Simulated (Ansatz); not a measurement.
Input:

```
InP
1.0
    0.00000     2.86976     2.86976
    2.86976     0.00000     2.86976
    2.86976     2.86976     0.00000
In P
1 1
Direct
  0.00000   0.00000   0.00000
  0.25000   0.25000   0.25000
```

No spin polarisation.

Method: LDA (Ansatz, a program for electronic structure), no spin-orbit coupling. Γ-centred 10×10×10 mesh, Fermi–Dirac width 0.05 eV.

Task: Predict the hole mass and band gap.

Result: 
- Hole mass (degenerate bands, along [100]): 0.063, 0.39, 0.39 mₑ (at Γ)
- Band gap: 0.82 eV

The cells carry an imposed strain or load. Masses are band curvatures over ±0.01 Å⁻¹ around the edge. No phonon test of stability was made. The cell was made from InP in the zinc blende structure (space group F-43m, No. 216) by this change: isotropic strain −1.50 %.
